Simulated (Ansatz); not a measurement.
Results of r²SCAN-D4 (Ansatz, a first-principles code, PAW) for L1₂ (Cu3Au-type) Ni3Al.

Settings: plane-wave cutoff 560 eV, 16×16×16 k mesh, Fermi–Dirac smearing 0.05 eV, spin-polarised with parallel moments, scalar-relativistic PAW data made under PBE.

Energies at three volumes about the minimum:

```csv
V (Å³/atom),E − E_lowest (meV/atom)
10.639,2.93
10.856,0.00
11.073,2.71
```

### Question
Fit a parabola by hand: where is the minimum, and what is the bulk modulus?

### Answer
Slopes: (0.00 − 2.93)/(10.856 − 10.639) = -13.502 and (2.71 − 0.00)/(11.073 − 10.856) = 12.488 meV/Å³. Curvature E″ = 2 × (12.488 − (-13.502))/(11.073 − 10.639) = 119.770 meV/Å⁶. From the middle of the first interval, the slope vanishes at V0 = 10.7475 − (-13.502)/119.770 = 10.860 Å³/atom. B = V0 E″ = 10.860 × 119.770 meV/Å³ × 0.1602 GPa per meV/Å³ = 208 GPa. The full Birch–Murnaghan fit to all volumes gives V0 = 10.856 Å³/atom and B0 = 208 GPa.

Measured, for comparison: bulk modulus 174 GPa (temperature not stated, not corrected to a static lattice; as tabulated in Zarkevich et al. (2023), arXiv:2304.06869); equilibrium volume per atom 11.39 Å³/atom (temperature not stated, not corrected to a static lattice; as tabulated in Tensorial elastic properties and stability of interface states associated with …). Computed (rounded) less measured: bulk modulus +20 %, equilibrium volume per atom -4.7 %.
